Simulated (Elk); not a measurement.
Worked example: self-consistent single point of NbRu (P1, 2 atoms in the cell) in Elk.

Computed with LDA (PW92), all-electron FP-LAPW, Elk's shipped species files, default APW+lo basis run with Elk 10.2.4.

```
NbRu
1.0
    3.05347     0.00000     0.00000
    0.00000     3.05347     0.00000
    0.00000     0.00000     3.42502
Nb Ru
1 1
Cartesian
  0.00529   0.01809  -0.00950
  1.52144   1.50865   1.72201
```

Reference input (self-consistent single point, DFT, PBEsol, all-electron FP-LAPW, Elk's shipped species files, default APW+lo basis): xctype = 22; rgkmax = 7; stype = 3; swidth = 0.00367493 Ha; ngridk = 8 8 7; rmtscf = 0.93. This run's input differs from it in these lines:

```diff
@@ -4,3 +4,3 @@
 xctype
-  22
+  3
```

Output (repeated stretches shortened):

```
│ Self-consistent loop started │
│ Loop number : 1 │
 total energy                :     -8339.72176686
│ Loop number : 2 │
 total energy                :     -8339.93630067
RMS change in Kohn-Sham potential (target) :   0.1288726130     (  0.1000000000E-05)
Absolute change in total energy (target)   :   0.2145338128     (  0.1000000000E-03)
│ Loop number : 3 │
 total energy                :     -8342.24478115
RMS change in Kohn-Sham potential (target) :   0.8988589319E-01 (  0.1000000000E-05)
Absolute change in total energy (target)   :    2.362113931     (  0.1000000000E-03)
│ Loop number : 4 │
   [... lines left out ...]
Absolute change in total energy (target)   :   0.4962739622E-03 (  0.1000000000E-03)
│ Loop number : 14 │
 total energy                :     -8343.88338001
RMS change in Kohn-Sham potential (target) :   0.2702368365E-05 (  0.1000000000E-05)
Absolute change in total energy (target)   :   0.1236841108E-03 (  0.1000000000E-03)
│ Loop number : 15 │
 total energy                :     -8343.88337889
RMS change in Kohn-Sham potential (target) :   0.4659994279E-06 (  0.1000000000E-05)
Absolute change in total energy (target)   :   0.2980007775E-04 (  0.1000000000E-03)
Convergence targets achieved

│ Loop number : 16 │

Energies :
 Fermi                       :     0.439719636103
 total energy                :     -8343.88336712

Density of states at Fermi energy :    60.39755869
 (states/Hartree/unit cell)

Estimated indirect band gap :   0.2012524021E-03
 from k-point    226 to k-point    353
Estimated direct band gap   :   0.5056167315E-02
 at k-point    133

Charges :
 core                        :    56.00000000
 valence                     :    29.00000000
 interstitial                :    3.814245406
 muffin-tins (core leakage)
  species :    1 (Nb)
   atom    1                 :    38.70997846     (  0.3694878437E-05)
  species :    2 (Ru)
   atom    1                 :    42.47577614     (  0.1710080362E-06)
 total in muffin-tins        :    81.18575459
 total calculated charge     :    85.00729785
 total charge                :    85.00000000
 error                       :   0.7297851381E-02

│ Self-consistent loop stopped │
```

The run converged in 16 iterations. The count includes the last loop, which Elk runs after its targets are met. 

The starting cell comes from a database of computed structures (which also holds hypothetical and non-ambient phases and stackings), without a prior relaxation at this level. Its atoms were displaced at random from the sites of space group no. 123. Spin polarisation is off. Values depend on the basis (sphere radii, cutoffs, local orbitals), which need not be converged. The log's line on a gap gives a spacing of levels on this mesh, which the program prints for metals too.

Cost on one core of a shared machine: roughly 2 min.
